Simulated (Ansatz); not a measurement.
## ReB$_{2}$ (P6_3/mmc): resistivity and electron-phonon coupling

Here is the system:

```yaml
crystal:
  lattice:
    - [2.89206, 0.00000, 0.00000]
    - [-1.44603, 2.50460, 0.00000]
    - [0.00000, 0.00000, 7.44814]
  atoms:
    - { symbol: Re, position: [0.66667, 0.33333, 0.75000] }
    - { symbol: Re, position: [0.33333, 0.66667, 0.25000] }
    - { symbol: B, position: [0.66667, 0.33333, 0.45169] }
    - { symbol: B, position: [0.33333, 0.66667, 0.54831] }
    - { symbol: B, position: [0.33333, 0.66667, 0.95169] }
    - { symbol: B, position: [0.66667, 0.33333, 0.04831] }
```

Level of theory: PBEsol, DFPT electron-phonon coupling, linearised Boltzmann equation (plane waves, PAW, scalar-relativistic; Ansatz, a quantum-chemistry and plane-wave program). Cell: relaxed with this functional, without spin-orbit coupling.

```
Item                                                                                                             Result
----------------------------------------------------------------------------------  -----------------------------------
resistivity at 300 K                                                                  12.2 (x), 12.2 (y), 2.9 (z) μΩ·cm
resistivity at 77 K                                                                 0.79 (x), 0.79 (y), 0.161 (z) μΩ·cm
electron mean free path at 300 K (weighted by the current that each state carries)        15.1 (x), 15.1 (y), 24 (z) nm
electron-phonon coupling λ                                                                                         0.22
transport coupling λ_tr                                                                    0.27 (x), 0.27 (y), 0.25 (z)
logarithmic mean phonon energy                                                                                   35 meV
density of states at the Fermi level                                                         0.63 states/(eV·spin·cell)
Drude plasma energy                                                                        4.6 (x), 4.6 (y), 8.4 (z) eV
Tc for μ* = 0.10 (anisotropic Eliashberg)                                                                     below 1 K
Tc for μ* = 0.13 (anisotropic Eliashberg)                                                                     below 1 K
```

A metal at this level (no band gap). Only scattering by harmonic phonons is included (no impurities, grain boundaries, electron-electron scattering or thermal expansion). Spin-orbit coupling is left out, which matters with elements this heavy. Halving the electron mesh (32x32x12) moves the resistivity by up to 1 % at 300 K, the mean free path by up to 5 %, the coupling by up to 3 %. Smearing 0.20 eV; phonons on a 6x6x2 q mesh, which this run doesn't test and which matters most at low temperature. Tc comes from the anisotropic Migdal-Eliashberg equations with μ*, a chosen number, referred to 51 meV.

Formula and space group known from diffraction (Crystallography Open Database), not checked to be the room-temperature form: ReB2 (P6_3/mmc).
